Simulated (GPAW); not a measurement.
## Pressure against volume in Mg3Sb2 (space group 164) (GPAW, PBEsol)

```xyz
5
Lattice="4.4276 0.0000 0.0000 -2.2138 3.8344 0.0000 0.0000 0.0000 7.0201" Properties=species:S:1:pos:R:3 pbc="T T T"
Mg     0.0000     0.0000     0.0000
Mg     0.0000     2.5563     4.4507
Mg     2.2138     1.2781     2.5693
Sb     0.0000     2.5563     1.6006
Sb     2.2138     1.2781     5.4195
```

Method: PBEsol, GPAW PAW datasets PBEsol (made by gpaw-setup) (plane waves; GPAW). Settings: mode = pw; ecut = 780 eV; xc = PBEsol; kpts = 8 8 5; mesh shift (steps) = 0 0 0; occupations.name = fermi-dirac; occupations.width = 0.01 eV; nbands = -6; convergence.density = 1e-05 e/electron; convergence.energy = 1e-05 eV/electron; convergence.bands = -4; symmetry.symmorphic = false; symmetry.tolerance = 0.0005; maxiter = 100. The cell above is the first row's. The rows scale it uniformly. In all rows fractional positions and the k mesh are held.

| V (Å^3/atom) | P (GPa) |
|---|---|
| 23.836 | ? |
| 24.355 | 3.09 |
| 24.873 | 1.88 |
| 25.391 | 0.80 |
| 25.909 | -0.18 |
| 26.427 | -1.08 |
| 26.945 | -1.86 |
| 27.464 | -2.58 |
| 27.982 | -3.23 |

The 8 complete rows are fitted with a cubic, P against V. With u = V - 26.2, the rows have u = -1.8450, -1.3270, -0.8090, -0.2910, 0.2270, 0.7450, 1.2640, 1.7820. Least squares gives P = -0.693 - 1.6940·u + 0.1722·u² - 0.01123·u³. Residuals (row less fit): 0.001, -0.004, 0.004, 0.005, -0.011, 0.004, 0.002, -0.002; standard error 0.007 (degrees of freedom: 4). The fitted pressure is zero at V0 = 25.81, where dP/dV = -1.835, so B0 = -V0·dP/dV = 47.3 GPa.

Problem. Estimate the missing P (V = 23.836); what did the run itself give?

Solution. u = -2.3640, so P = -0.693 - 1.6940 × (-2.3640) + 0.1722 × (-2.3640)² - 0.01123 × (-2.3640)³ = 4.422 GPa. The calculation gives 4.43 GPa, 0.008 GPa above the prediction (0.1 % of the range of P in the table). The row lies outside the fitted rows, so this is an extrapolation. From the scatter of the fitted rows alone, a prediction at this place has a standard error of 0.019 GPa, so the miss is 0.4 times that.

Carrying the step between the two nearest rows on in a straight line would have given 4.30, off by 0.13; series whose last step already gives the withheld value aren't shown. The scan was laid around a cell of about the measured size, scaled by a guess for this functional; axis ratios and inner coordinates come from that cell. The runs keep the symmetry of the cell, so they don't test it for distortions. Spin-orbit coupling is off. The shape of the cell and the inner coordinates aren't relaxed, so V0 and B0 belong to this uniform scaling; a relaxed crystal lies no higher in energy and is usually softer (forces reach 0.37 eV/Å in these rows). Cutoffs and mesh are single choices, not tested for convergence of this quantity. Series with a scatter that would blur these digits, or in which a gap closes, are not shown.
